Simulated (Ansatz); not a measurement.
System: L1₂ (Cu3Au-type) Ni₃Fe. Method: PBEsol (Ansatz, an electronic-structure program, PAW).

Excerpt of the program's output:

```
Crystal: 4 atoms, lattice volume = 41.609 Å³
Basis set: ecut = 520 eV, 1141 PW (Γ), exchange–correlation on 54×54×54 points (8 copies of the dense FFT grid, shifted against one another)
Bands: 46, of which v1, the nominal top of the filled ones, is band 35 counted from 1 (34 counted from 0)
Symmetry: 48 space group operations
Space group: Pm-3m (ITA 221), of the structure as read, at distance tolerance 3.5e-5 Å
k-points: 165 of 4096
Initial density: superposition of atomic densities (chi_scale 0.1, normalization cell)
Functional: x = pbesol(κ = 0.804, μ = 0.12345679012345678), c = pbesol(β = 0.046)
spin=Collinear: Kerker preconditioning applied to the charge; magnetization (m = ρ↑ − ρ↓) channel mixes plain (no charge-response kernel on spin).
SCF 1 converged in 16 iterations: F = -21864.104575 eV  dr2 = 2.39e-11
SCF converged after 16 iterations
Magnetization: 4.7006 μB (37.3503 up, 32.6497 down)
Free energy (F): -21864.104575 eV
Internal energy: -21864.080154 eV  (E = F + TS)
E sigma→0 (E₀):  -21864.092364 eV
Fermi energy:    19.674155 eV
--- Forces (eV/Å), atoms counted from 1 ---
  atom   1  Fe    -0.00000000    -0.00000000     0.00000000
  atom   2  Ni     0.00000000    -0.00000000    -0.00000000
  atom   3  Ni     0.00000000    -0.00000000    -0.00000000
  atom   4  Ni     0.00000000    -0.00000000     0.00000000
--- Stress (GPa, compression-positive) ---
        4.762580      -0.000000       0.000000
       -0.000000       4.762580       0.000000
       -0.000000       0.000000       4.762580
  P = ⅓ Tr σ = 4.7626 GPa (47.626 kbar)
```

### Question
Write an input file that could have produced this run (the log leaves some choices open).

### Answer
This is not unique; one that fits is 
Ansatz 0.2 input:
```yaml
crystal:
  lattice:
    - [3.4651978543, 0.0, 0.0]
    - [0.0, 3.4651978543, 0.0]
    - [0.0, 0.0, 3.4651978543]
  atoms:
    - { symbol: Fe, position: [0.0, 0.0, 0.0], spin: 3.0 }
    - { symbol: Ni, position: [0.0, 0.5, 0.5], spin: 0.7 }
    - { symbol: Ni, position: [0.5, 0.0, 0.5], spin: 0.7 }
    - { symbol: Ni, position: [0.5, 0.5, 0.0], spin: 0.7 }
basis:
  ecutwfc: 520
  ecutrho_ratio: 4
  xc_grid: 2
kpoints:
  mp_grid: { grid: [16, 16, 16] }
hamiltonian:
  xc: pbesol
  dispersion: none
  pseudopotentials: { kind: paw }
scf:
  occupations: { method: fermi_dirac, width: 0.05 }
  convergence: { dr2_threshold: 0.0000000004 }
output:
  forces: true
  stress: true
  eigenvalues: true
magnetization:
  spin_polarized: true
```

The cell is one volume of an energy–volume scan, off the minimum.

The PAW data were made under PBE.

It cost around 70 core-seconds (rough) of CPU time.
